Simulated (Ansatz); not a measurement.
Results of PBE0-D3(BJ) in Ansatz (PAW) for CsCl-type FeAl.

Settings: plane-wave cutoff 460 eV, 10×10×10 k mesh, Fermi–Dirac smearing 0.05 eV, no spin polarisation, scalar-relativistic PAW data made under PBE.

Equation-of-state points:

| V (Å³/atom) | E − E_lowest (meV/atom) | P (GPa) |
|---|---|---|
| 10.494 | 20.06 | 12.26 |
| 10.770 | 4.66 | 5.74 |
| 10.991 | 0.00 | 1.09 |
| 11.322 | 4.22 | -5.04 |
| 11.516 | 12.26 | -8.21 |

Question: Estimate the bulk modulus from the pressures at 10.991 and 11.322 Å³/atom, and compare it with a fit to all energies.

Answer: B = −V dP/dV. Between V = 10.991 and 11.322 Å³/atom, dP/dV = (-5.04 − (1.09))/(11.322 − 10.991) = -18.5 GPa per Å³/atom; at the midpoint 11.156 Å³/atom this gives B ≈ 207 GPa. The third-order Birch–Murnaghan fit gives V0 = 11.046 Å³/atom, B0 = 215 GPa, B′ = 4.1, which lies 4 % above that estimate.

Measured, for comparison: bulk modulus 152 GPa (room temperature, not corrected to a static lattice; as tabulated in Yamada et al. (2019), arXiv:1910.09660); equilibrium volume per atom 12.32 Å³/atom (room temperature, not corrected to a static lattice; as tabulated in Liu et al. (2023), doi:10.1107/s2414314623010659). Computed (rounded) less measured: bulk modulus +41 %, equilibrium volume per atom -10.3 %.

Note: the run has no spin polarisation, so it can have missed a magnetic state.

Ansatz is an electronic-structure program.
